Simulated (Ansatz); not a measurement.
Electronic density of states of amorphous Si$_{24}$O$_{51}$La$_{2}$, density 2.51 g/cm³, on a 2×2×2 Γ-centred mesh with a Gaussian width of 0.1 eV; energies count from the Fermi level, whose place inside the gap is arbitrary. Cell and mesh are small, so fine structure isn't converged. Level of theory: PBE, scalar-relativistic without spin-orbit coupling (plane waves to 420 eV, PAW; Ansatz, a quantum-chemistry and plane-wave program). Sampling: a 2×2×2 Γ-centred mesh; Fermi-Dirac width 0.02 eV; no spin polarisation. At PBE the levels at the filled edge of the gap are localised (band-tail or defect states), and the nearest spread-out levels lie 5.2 eV apart at the zone centre.

It comes from a melt-quench run on a machine-learned potential (CHGNet), relaxed afterwards by DFT. O atoms were pushed apart under 1.9 Å during the dynamics, to hinder bonds among them. The hot cell started wider than the set density and was brought back towards it in steps. It is the lowest in DFT energy of 2 quenches. It is a model cell: composition and starting density were chosen by hand, and all elements were melted together. No dispersion term was used. Its density started from a set value of 2.51 and ended at 2.51 g/cm³. Cooling (nominally 400 K/ps over its main leg) ran many orders faster than in experiment, which tends to leave more defects and strain. A cell of this size samples the disorder only roughly. The volume was held where the preparation left it and the shape relaxed, at a PBE pressure of -0.5 GPa (tension). Stress components on the final sampling reach 0.5 GPa.

```
E - EF (eV)  states/(eV atom)
-----------  ----------------
-12.00                   0.14
-11.90                   0.06
-11.80                   0.07
-11.70                   0.14
-11.60                   0.16
-11.50                   0.18
-11.40                   0.15
-11.30                   0.14
-11.20                   0.18
-11.10                   0.17
-11.00                   0.13
-10.90                   0.12
-10.80                   0.15
-10.70                   0.21
-10.60                   0.23
-10.50                   0.15
-10.40                   0.11
-10.30                   0.13
-10.20                   0.16
-10.10                   0.18
-10.00                   0.18
-9.90                    0.18
-9.80                    0.22
-9.70                    0.25
-9.60                    0.21
-9.50                    0.16
-9.40                    0.16
-9.30                    0.17
-9.20                    0.19
-9.10                    0.25
-9.00                    0.27
-8.90                    0.29
-8.80                    0.35
-8.70                    0.36
-8.60                    0.38
-8.50                    0.40
-8.40                    0.46
-8.30                    0.51
-8.20                    0.50
-8.10                    0.48
-8.00                    0.44
-7.90                    0.35
-7.80                    0.31
-7.70                    0.25
-7.60                    0.14
-7.50                    0.18
-7.40                    0.25
-7.30                    0.24
-7.20                    0.15
-7.10                    0.15
-7.00                    0.19
-6.90                    0.25
-6.80                    0.10
-6.70                    0.12
-6.60                    0.24
-6.50                    0.27
-6.40                    0.33
-6.30                    0.47
-6.20                    0.53
-6.10                    0.55
-6.00                    0.55
-5.90                    0.56
-5.80                    0.59
-5.70                    0.67
-5.60                    0.77
-5.50                    0.81
-5.40                    0.78
-5.30                    0.80
-5.20                    0.79
-5.10                    0.74
-5.00                    0.79
-4.90                    0.79
-4.80                    0.82
-4.70                    0.90
-4.60                    0.86
-4.50                    0.82
-4.40                    0.86
-4.30                    0.87
-4.20                    0.78
-4.10                    0.80
-4.00                    0.83
-3.90                    0.78
-3.80                    0.74
-3.70                    0.81
-3.60                    0.84
-3.50                    0.75
-3.40                    0.60
-3.30                    0.51
-3.20                    0.50
-3.10                    0.43
-3.00                    0.34
-2.90                    0.21
-2.80                    0.29
-2.70                    0.47
-2.60                    0.43
-2.50                    0.33
-2.40                    0.26
-2.30                    0.21
-2.20                    0.20
-2.10                    0.12
-2.00                    0.02
-1.90                    0.00
-1.80                    0.00
-1.70                    0.00
-1.60                    0.00
-1.50                    0.00
-1.40                    0.00
-1.30                    0.00
-1.20                    0.00
-1.10                    0.00
-1.00                    0.00
-0.90                    0.00
-0.80                    0.00
-0.70                    0.00
-0.60                    0.00
-0.50                    0.00
-0.40                    0.00
-0.30                    0.00
-0.20                    0.00
-0.10                    0.00
0.00                     0.00
0.10                     0.00
0.20                     0.00
0.30                     0.00
0.40                     0.00
0.50                     0.00
0.60                     0.00
0.70                     0.00
0.80                     0.00
0.90                     0.00
1.00                     0.00
1.10                     0.00
1.20                     0.00
1.30                     0.00
1.40                     0.00
1.50                     0.00
1.60                     0.00
1.70                     0.00
1.80                     0.00
1.90                     0.00
2.00                     0.01
2.10                     0.02
2.20                     0.01
2.30                     0.01
2.40                     0.04
2.50                     0.05
2.60                     0.08
2.70                     0.28
2.80                     0.76
2.90                     1.08
3.00                     0.95
3.10                     0.57
3.20                     0.17
3.30                     0.08
3.40                     0.08
3.50                     0.07
3.60                     0.10
3.70                     0.12
3.80                     0.14
3.90                     0.19
4.00                     0.22
4.10                     0.26
4.20                     0.36
4.30                     0.35
4.40                     0.33
4.50                     0.34
4.60                     0.33
4.70                     0.29
4.80                     0.28
4.90                     0.29
5.00                     0.30
```

The level gap on this mesh is 4.26 eV; the broadening fills part of it in the curve.
